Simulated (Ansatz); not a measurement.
**A computed series for GaAs: element substitutions**

The parent structure is GaAs in the zinc blende structure (space group F-43m, No. 216).

```yaml
crystal:
  lattice:
    - [0.00000, 2.82951, 2.82951]
    - [2.82951, 0.00000, 2.82951]
    - [2.82951, 2.82951, 0.00000]
  atoms:
    - { symbol: As, position: [0.75000, 0.75000, 0.75000] }
    - { symbol: Ga, position: [0.00000, 0.00000, 0.00000] }
```

Each row replaces one element on all its sites; cell and atoms are relaxed.

Method: PBEsol/PAW in Ansatz (a quantum-chemistry and plane-wave program), spin-orbit coupling left out.

**Question.** Only one of these keeps a band gap. Which?
(A) Ga → Nb
(B) Ga → Te
(C) As → P

**Answer.** C, As → P. Computed: As → P: 1.45 eV; Ga → Te: zero; Ga → Nb: zero

Stability against distortions was not tested. As relaxed here, TeAs and NbAs are hypothetical phases, not in the database extracts checked. All final runs are without spin polarisation. An odd electron count without spin: TeAs. NbAs has a high density of states at the Fermi level and may be magnetic at this level.
